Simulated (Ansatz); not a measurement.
Base system: BeSe in the zinc blende structure (space group F-43m, No. 216).

```
BeSe
1.0
    0.00000     2.56445     2.56445
    2.56445     0.00000     2.56445
    2.56445     2.56445     0.00000
Be Se
1 1
Direct
  0.00000   0.00000   0.00000
  0.25000   0.25000   0.25000
```

The values are results of PBEsol/PAW in Ansatz (a first-principles code), scalar-relativistic without spin-orbit coupling, not measurements.

Strains are applied to the cell and any free atomic positions relax.

One change was made to it. Results:

The energy grows by 37 meV/atom; the pressure goes from zero to 8.67 GPa; the smallest direct gap goes up by 0.582 eV (4.28 eV → 4.87 eV); the band gap falls by 0.22 eV, from 2.47 eV to 2.25 eV; the width of the top valence band grows by 0.47 eV to 3.84 eV.

Which change produced these results?
A. isotropic strain −3.00 %
B. isotropic strain −1.50 %
C. isotropic strain +0.50 %
D. isotropic strain −2.00 %

A, isotropic strain −3.00 %. For comparison, the band gap in the other runs: isotropic strain +0.50 % gives 2.50 eV; isotropic strain −1.50 % gives 2.36 eV; isotropic strain −2.00 % gives 2.33 eV.

No phonon test of stability was made.
